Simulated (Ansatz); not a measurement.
# A self-consistent single point of YSi (Cmcm, 4 atoms in the cell) with Ansatz

Method: LDA (PW92), default PAW files made with PBE (plane waves; Ansatz, a program for electronic structure).

Input:

Ansatz 0.2 input:
```yaml
# YSi
crystal:
  lattice:
    - [2.132584, -5.257356, 0.000000]
    - [2.132584, 5.257356, 0.000000]
    - [0.000000, 0.000000, 3.814482]
  atoms:
    - { symbol: Y, position: [0.140630, 0.859370, 0.250000] }
    - { symbol: Y, position: [0.859370, 0.140630, 0.750000] }
    - { symbol: Si, position: [0.424480, 0.575520, 0.250000] }
    - { symbol: Si, position: [0.575520, 0.424480, 0.750000] }
basis:
  ecutwfc: 420.0 eV
kpoints:
  mp_grid:
    grid: [8, 8, 9]
hamiltonian:
  xc: lda
  pseudopotentials:
    kind: paw
scf:
  occupations:
    method: fermi_dirac
    width: 0.1 eV
output:
  forces: true
  eigenvalues: true
  stress: true
```

Log, with long lists cut:

```
WARN ansatz: RAYON_NUM_THREADS=1 ignored (pool sized by the plan → 1); use --threads N
Pseudopotentials: kind: paw
Pseudopotential: Y, paw, valence charge 11
Pseudopotential: Si, paw, valence charge 4
Crystal: 4 atoms, lattice volume = 85.534 Å³
Basis set: ecut = 420 eV, 1683 PW (Γ)
Bands: 19, of which v1, the nominal top of the filled ones, is band 15 counted from 1 (14 counted from 0)
Symmetry: 8 space group operations
Space group: Cmcm (ITA 63), of the structure as read, at distance tolerance 4.4e-5 Å
k-points: 105 of 576
PAW frozen core: Y, regenerated for the run's functional, and the local potential with it
PAW frozen core: Si, regenerated for the run's functional, and the local potential with it
Initial density: superposition of atomic densities (neutral atoms: chi_scale 0, normalization atom), corrected by the library's trained network
Initial wavefunctions: pseudopotential atomic-orbital guess
Eigensolver: davidson
Functional: x = slater, c = lda
SCF iter   1: F=—  HF=-8712.168863 eV  |F-HF|=—  |Δ(HF+E_count)|=         —  Δρ=5.23e-3  dr2=1.26e-2  ethr=1.77e-3  ⟨swp⟩=5.4  Hψ=10136  notcnv=0
all-band conjugate gradients solve this SCF's bands
preconditioner: auto → Kerker (q_TF=auto, 2.291 Å⁻¹)
SCF iter   2: F=—  HF=-8712.166098 eV  |F-HF|=—  |Δ(HF+E_count)|=   2.77e-3  Δρ=2.96e-3  dr2=4.60e-3  ethr=4.22e-5  ⟨swp⟩=1.1  Hψ=2867  notcnv=0
SCF iter   3: F=—  HF=-8712.165257 eV  |F-HF|=—  |Δ(HF+E_count)|=   8.41e-4  Δρ=3.69e-4  dr2=1.27e-4  ethr=1.53e-5  ⟨swp⟩=2.3  Hψ=3591  notcnv=0
SCF iter   4: F=—  HF=-8712.165226 eV  |F-HF|=—  |Δ(HF+E_count)|=   3.12e-5  Δρ=5.58e-5  dr2=3.83e-6  ethr=4.24e-7  ⟨swp⟩=2.9  Hψ=3490  notcnv=0
SCF iter   5: F=—  HF=-8712.165224 eV  |F-HF|=—  |Δ(HF+E_count)|=   1.96e-6  Δρ=1.71e-5  dr2=2.17e-7  ethr=1.28e-8  ⟨swp⟩=2.4  Hψ=2994  notcnv=0
SCF iter   6: F=-8712.165224 eV  HF=-8712.165224 eV  |F-HF|=2.55e-9  |Δ(HF+E_count)|=   1.26e-8  Δρ=3.17e-6  dr2=1.12e-8  ethr=3.33e-10  ⟨swp⟩=5.2  Hψ=8123  notcnv=0
SCF 1 converged in 6 iterations: F = -8712.165224 eV  dr2 = 1.12e-8
SCF converged after 6 iterations
Free energy (F): -8712.165224 eV
Harris-Foulkes:  -8712.165224 eV  (|F-HF|=2.55e-9)
Internal energy: -8712.095969 eV  (E = F + TS)
E sigma→0 (E₀):  -8712.130596 eV
Entropy (-TS):   -0.069255 eV (-17.314 meV/atom)
Fermi energy:    10.408360 eV
--- Per-component energies (eV) ---
  E_band       = -173.993275
  E_kinetic    = 696.138278
  E_local      = -1188.130684  (includes V_loc(G=0)·N_el)
  E_nonlocal   = 160.841596
  E_hartree    = 385.594703
  E_xc         = -456.032795
  E_vxc        = -495.287869  (∫ρ·V_xc dr)
  E_paw        = -6420.860885  (= ΣΔE_a)
  E_vpaw       = -118.744807  (= ΣTr[D̂ρ^β])
  E_aug_tail   = 0.000014  (compensation charges beyond the density's cutoff)
  E_ewald      = -1890.474031
  E_core_change = 0.827833  (= ΣΔE_core)
  E_smearing   = -0.069255  (= −TS)
  E_closure    = -0.000000  (closes the sum)
  Σ components = -8712.165224   (vs F -8712.165224, Δ=0.00e0)
--- Forces (eV/Å), atoms counted from 1 ---
  atom   1  Y      0.00000000     0.04430304     0.00000000
  atom   2  Y      0.00000000    -0.04430304     0.00000000
  atom   3  Si     0.00000000     0.04808028     0.00000000
  atom   4  Si     0.00000000    -0.04808028     0.00000000
  max |Σ_I F_I| component: 6.94e-18 eV/Å
--- Stress (GPa, compression-positive) ---
       -3.915100       0.000000       0.000000
        0.000000      -3.502206       0.000000
        0.000000       0.000000      -3.275633
  P = ⅓ Tr σ = -3.5643 GPa (-35.643 kbar)
  The stress holds the Pulay correction. Without it, at fixed plane waves, as pw.x and ABINIT print it: P = -3.5837 GPa
--- Band table (eV; the first three rows and the last of 105) ---
  k-point 0: bands = ["-31.6623", "-31.5976", "-11.9780", "-11.7878", "-11.7148", "-11.7059", "-11.5442", "-11.5284", "-0.0029", "4.4329", "7.6281", "8.0742", "8.7805", "9.1230", "10.6293", "11.1873", "12.1584", "12.9840", "12.9928"]
  k-point 1: bands = ["-31.6591", "-31.5983", "-11.9631", "-11.7825", "-11.7330", "-11.7055", "-11.5588", "-11.5551", "0.1299", "4.4805", "7.7415", "7.7499", "8.0578", "9.9501", "10.5334", "10.6179", "11.9516", "12.9187", "12.9794"]
  k-point 2: bands = ["-31.6503", "-31.6006", "-11.9206", "-11.7767", "-11.7682", "-11.7052", "-11.6366", "-11.5874", "0.5190", "4.4586", "6.7527", "8.0279", "8.0370", "9.7374", "10.0473", "10.4907", "11.8243", "12.5180", "13.0470"]
  k-point 104: bands = ["-31.6197", "-31.6189", "-11.9922", "-11.9799", "-11.7404", "-11.7067", "-11.5806", "-11.5698", "2.2247", "3.1675", "6.1552", "7.0323", "8.6405", "8.9105", "10.1227", "10.5893", "11.6533", "12.2434", "12.2868"]
```

The run converged in 6 iterations.

The starting cell comes from a database of computed structures (which also holds hypothetical and non-ambient phases and stackings), without a prior relaxation at this level. Its lattice was rescaled by up to half a per cent. With a pressure of about -4 GPa the cell is away from its equilibrium volume at this level. Ansatz's pressure includes its estimate of the finite-basis (Pulay) stress.
